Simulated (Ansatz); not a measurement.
## AlN, response to strain

Take AlN in the wurtzite structure (space group P6_3mc, No. 186; a = 3.1067 Å, c = 4.9785 Å) as the base. Axes: x lies along a and z along c of the hexagonal cell.

Strains are applied to the cell and any free atomic positions relax; under stress the whole cell relaxes.

All numbers come from r2SCAN (Ansatz, a first-principles code; PAW; 500 eV plane waves; no SOC).

Candidates:
(a) isotropic strain −3.19 %
(b) uniaxial stress, 1 GPa tension along z
(c) uniaxial stress, 5 GPa tension along z
(d) strain tensor (xx, yy, zz, yz, xz, xy) = (+0.02, −3.68, −0.79, −0.69, +0.67, +1.06) %

Notes on the quantities. energy relative to the base: free energy F.

Order them by energy relative to the base, lowest first.

(b) uniaxial stress, 1 GPa tension along z (+0.1 meV/atom), (c) uniaxial stress, 5 GPa tension along z (+2.3 meV/atom), (d) strain tensor (xx, yy, zz, yz, xz, xy) = (+0.02, −3.68, −0.79, −0.69, +0.67, +1.06) % (+25 meV/atom), (a) isotropic strain −3.19 % (+69 meV/atom)

Beyond what the load breaks, stability against distortions was not tested.
